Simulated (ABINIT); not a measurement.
Band structure of Se (P3_121, 3 atoms in the cell).

```
Se
1.0
    4.54716     0.00000     0.00000
   -2.27358     3.93796     0.00000
    0.00000     0.00000     5.02560
Se
3
Direct
  0.21789   0.00000   0.33333
  0.00000   0.21789   0.66667
  0.78211   0.78211   0.00000
```

Method: PBE, PAW (JTH v2.0 PBE PAW) (plane waves; ABINIT 10.0.3).

Settings: pseudos = [Se.GGA_PBE-JTH.xml]; ecut = 544 eV; pawecutdg = 1088 eV; pawxcdev = 0; ixc = 11; occopt = 1; ngkpt = 7 7 6; nshiftk = 1; shiftk = 0 0 0; potentials = JTH v2.0 PBE PAW; kptopt = 1; nstep = 100; tolvrs1 = 1e-12.

The starting cell comes from a database of computed structures (which also holds hypothetical and non-ambient phases and stackings), without a prior relaxation at this level. Its lattice was rescaled by a random factor within 2.5 % of one.

**Question.** Predict the gap along the standard path and the places of the band edges.

**Answer.** The gap along the path is 1.08 eV, from L to H; the smallest direct gap on it is 1.29 eV.

Levels in eV from the top of the valence band on the SCF mesh, bands 6 to 13:
| point | 6 | 7 | 8 | 9 | 10 | 11 | 12 | 13 |
|---|---|---|---|---|---|---|---|---|
| Γ | -3.40 | -1.83 | -1.83 | -0.28 | 1.99 | 1.99 | 2.32 | 5.89 |
| M | -3.05 | -2.54 | -1.68 | -0.82 | 2.06 | 2.47 | 3.85 | 5.74 |
| K | -2.50 | -2.50 | -2.46 | -1.23 | 2.94 | 2.94 | 3.60 | 6.14 |
| A | -3.23 | -1.30 | -1.30 | -0.89 | 1.40 | 1.41 | 1.41 | 6.62 |
| L | -3.94 | -1.53 | -1.06 | 0.02 | 1.62 | 2.65 | 2.98 | 6.40 |
| H | -4.44 | -0.81 | -0.21 | -0.21 | 1.11 | 2.77 | 2.77 | 6.69 |
